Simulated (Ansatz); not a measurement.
Start from NbAgO3 in the cubic perovskite structure (space group Pm-3m, No. 221; a = 3.950 Å; a cell from a computed database, its experimental status unchecked).

The values are results of PBEsol, PAW, 420 eV (Ansatz, a quantum-chemistry and plane-wave program; scalar-relativistic without spin-orbit coupling), not measurements.

Modification: a hydrostatic pressure of 5 GPa.

### Question
Predict the new mean gap deformation potential ΔEg/Δln V.

### Answer
The mean gap deformation potential ΔEg/Δln V is -1.2 eV.

Load acts through the strain it causes; cell and atoms are relaxed under it. Whether these cells are dynamically stable was not tested. Competing high-pressure phases were not computed. Many cubic perovskites are stable only at high temperature; tilts and polar distortions were not tested.
